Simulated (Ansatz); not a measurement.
Take Te (space group P3_121, No. 152; made of chains) as the base.

```
CELL_PARAMETERS angstrom
      4.62355     0.00000     0.00000
     -2.31177     4.00411     0.00000
      0.00000     0.00000     5.90437
ATOMIC_POSITIONS crystal
  Te 0.25344 0.00000 0.33333
  Te 0.00000 0.25344 0.66667
  Te 0.74656 0.74656 0.00000
```

Cartesian axes are those of the cell as printed.

The values are results of DFT with r2SCAN, PAW potentials and a 500 eV plane-wave cutoff in Ansatz (a quantum-chemistry and plane-wave program), scalar-relativistic without spin-orbit coupling, earlier PAW set, not measurements.

Perturbation: uniaxial strain ε_xx = −4.81 %, all other strain components held at zero; the atoms relax in the strained cell.

Problem. Predict the stress tensor and what it implies for the stiffness.

Solution. Stress of the strained cell less that of the base (GPa, compression positive):
```
   1.39    0.00    0.00
   0.00    0.35    0.50
   0.00    0.50    1.03
```

Then −Δσ_ii/ε with ε = -0.0481 gives secant stiffness values (nonlinear terms included at this strain): C11 ≈ 29 GPa, C12 ≈ 7.4 GPa and C13 ≈ 21 GPa.

As a check, the harmonic strain energy −½ V₀ Δσ:ε is 7.6 meV/atom; the computed energy rise is 6.6 meV/atom.

No phonon test of stability was made. No dispersion term is included, though the crystal is made of layers, chains or molecules, so its spacings can come out too wide.
